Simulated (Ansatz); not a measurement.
The reference is BN (space group P6_3/mmc, No. 194; a = 2.504 Å, c = 7.035 Å; layered, stacked along the Cartesian z axis).

Structures relaxed with Kohn–Sham DFT with the PBEsol functional, run in Ansatz (a program for electronic structure) with PAW and 420 eV plane waves, scalar-relativistic without spin-orbit coupling.

Base:

Simulated powder pattern, Co Kα, λ = 1.79026 Å (kinematic, ideal powder, no thermal factors, no anomalous dispersion; the 10 strongest lines at most, above 2 %, up to 2θ = 90°):

```csv
2θ (°),I/Imax (%),hkl
29.48,100,(002)
48.75,13,(100)
51.18,4.3,(101)
58.01,13,(102)
61.18,7.3,(004)
81.88,4.0,(104)
```

After one change:

Simulated powder pattern, Co Kα, λ = 1.79026 Å (kinematic, ideal powder, no thermal factors, no anomalous dispersion; the 10 strongest lines at most, above 2 %, up to 2θ = 90°):

```csv
2θ (°),I/Imax (%)
31.98,100
48.82,17
51.65,5.4
59.56,16
66.87,6.8
87.06,4.5
```

Q: What was done to the base?
(A) pressure 10 GPa
(B) pressure 5 GPa
(C) pressure 1.5 GPa
(D) pressure 3 GPa

A: C, pressure 1.5 GPa. Its volume per atom is 8.80 Å³ against 9.55 Å³, and its space group is P6_3/mmc (No. 194).

From pressure 10 GPa on, the axis ratios lie over 15 % from the base's, so the cell there is far from its starting form. Load acts through the strain it causes; cell and atoms are relaxed under it. Stability against distortions was not tested. Competing high-pressure phases were not computed. The base started in Pnma and relaxed to P6_3/mmc at this level. No dispersion term is included in the PBEsol runs.
